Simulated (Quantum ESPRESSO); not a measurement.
**σyy against uniaxial strain in fcc Au (space group 225): C12 (Quantum ESPRESSO, PBEsol)**

```xyz
1
Lattice="0.0000 2.0397 2.0397 2.0091 0.0000 2.0397 2.0091 2.0397 0.0000" Properties=species:S:1:pos:R:3 pbc="T T T"
Au     0.0000     0.0000     0.0000
```

Computed with PBEsol, GBRV 1.5 ultrasoft (PBESOL) pseudopotentials (plane waves; Quantum ESPRESSO 7.5). Settings: ecutwfc = 52 Ry; ecutrho = 416 Ry; occupations = smearing; smearing = fd; degauss = 0.0036749 Ry; potentials = {Au: au_pbesol_v1.uspp.F.UPF}; K_POINTS = automatic 36 36 36 0 0 0; conv_thr = 1e-10 Ry. The cell above is the first row's. The rows stretch one cube axis (x) by the strain ε and hold the other two. Stress is positive in tension. In all rows the k mesh is held.

| ε (%) | σyy (GPa) |
|---|---|
| -1.5 | -2.63 |
| -1.0 | -1.71 |
| -0.5 | -0.83 |
| 0.0 | 0.02 |
| 0.5 | 0.83 |
| 1.0 | 1.61 |
| 1.5 | 2.36 |
| 2.0 | ? |

**Question.** Using a parabola, estimate the missing σyy at ε = 2.0 from the other rows, showing the fit.

**Answer.** Least squares gives σyy = 0.018 + 1.6621·ε - 0.0681·ε². Residuals (row less fit): -0.002, 0.002, 0.000, 0.002, -0.002, -0.002, 0.002; standard error 0.002 (degrees of freedom: 4). The slope at ε = 0, 1.6621 GPa per cent, gives C12 ≈ 100 × 1.6621 = 166 GPa, for the static lattice. At the withheld row, σyy = 0.018 + 1.6621 × 2.0 - 0.0681 × 2.0² = 3.070 GPa. The calculation gives 3.07 GPa, which the fit meets to the printed digits. The row lies outside the fitted rows, so this is an extrapolation.

Carrying the step between the two nearest rows on in a straight line would have given 3.11, off by 0.04; series whose last step already gives the withheld value aren't shown. The reference cell has the volume at which an earlier scan in this program and functional put its minimum by a fit. The unstrained cell stands at a pressure of -0.02 GPa, and the constants belong to that pressure. Spin-orbit coupling is off. Without a gap such slopes are sensitive to mesh and smearing. Cutoffs and mesh are single choices, not tested for convergence of this quantity. Series with a scatter that would blur these digits, or in which a gap closes, are not shown. Strain series were run only where this level's volume lies within 10 % of a first guess from the measured size.
